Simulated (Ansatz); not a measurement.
The structure below was relaxed with PBEsol (Ansatz, an electronic-structure program, PAW, spin-orbit coupling left out), at pressure −1 GPa.

```
CELL_PARAMETERS angstrom
      0.00000     3.98340     3.98340
      3.98340     0.00000     3.98340
      3.98340     3.98340     0.00000
ATOMIC_POSITIONS crystal
  Bi 0.00000 0.00000 0.00000
  Bi 0.25000 0.25000 0.25000
  Au 0.62500 0.62500 0.12500
  Au 0.62500 0.12500 0.62500
  Au 0.62500 0.62500 0.62500
  Au 0.12500 0.62500 0.62500
```

### Question
Find the space group and the Wyckoff positions.

### Answer
Space group Fd-3m, origin choice 1 (No. 227); a = 7.967 Å, b = 7.967 Å, c = 7.967 Å, α = 90.00°, β = 90.00°, γ = 90.00°

```tsv
atom	site	symmetry	x	y	z
Bi	8b	-43m	0.5000	0.5000	0.5000
Au	16c	.-3m	0.1250	0.1250	0.1250
```

### Question
Describe the coordination.

### Answer
The crystal has 24 atoms in its conventional cell. Conventional cell: a = b = c = 7.9668 Å, α = β = γ = 90.00°. Bi sees 12 Au at 3.303 Å and 4 Bi at 3.450 Å. Au is surrounded by 6 Au at 2.817 Å and 6 Bi at 3.303 Å. (Neighbours: up to the widest gap in distance over summed covalent radii, below 1.35, at either atom.)

Load acts through the strain it causes; cell and atoms are relaxed under it. No phonon test of stability was made. The cell was made from BiAu₂ in the cubic Laves (MgCu2 type) structure (space group Fd-3m, No. 227) by this change: pressure −1 GPa.
